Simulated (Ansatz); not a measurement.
What isotropic strain +3.00 % does to YN

Consider YN in the rock salt structure (space group Fm-3m, No. 225; a = 4.8957 Å).

Perturbation: the cell is scaled by 1.0300 in all directions, atoms relaxed at fixed cell.

Computed with r2SCAN (Ansatz, a first-principles code, PAW, no spin-orbit coupling). Settings: 12×12×12 k-points, 0.05 eV Fermi–Dirac smearing.

| quantity | base | changed | shift |
|---|---|---|---|
| volume per atom | 14.67 Å³ | 16.03 Å³ | +1.36 Å³ |
| space group | Fm-3m (No. 225) | Fm-3m (No. 225) | – |
| energy relative to the base (free energy F) | 0 meV/atom | +57 meV/atom | +57 meV/atom |
| band gap | 0.58 eV | 0.71 eV | +0.13 eV |
| gap character | indirect, Γ → X | indirect, Γ → X | – |
| mean gap deformation potential ΔEg/Δln V | – | +1.4 eV | – |
| width of the top valence band | 2.28 eV | 2.05 eV | -0.23 eV |
| electron mass | 1.3 mₑ along k, 0.15 mₑ across (at X) | 1.3 mₑ along k, 0.17 mₑ across (at X) | – |
| hole mass (degenerate bands, along [100]) | 0.17, 1.1, 1.1 mₑ (at Γ) | 0.17, 1.1, 1.1 mₑ (at Γ) | – |

Cost of the whole job for the changed cell (relaxation, final SCF and bands): very roughly 16 core-seconds.

Effective masses come from finite differences of ±0.01 Å⁻¹. Along k means along the line from Γ to the band edge. Gaps are read on the SCF mesh and a high-symmetry path. Stability against distortions was not tested.
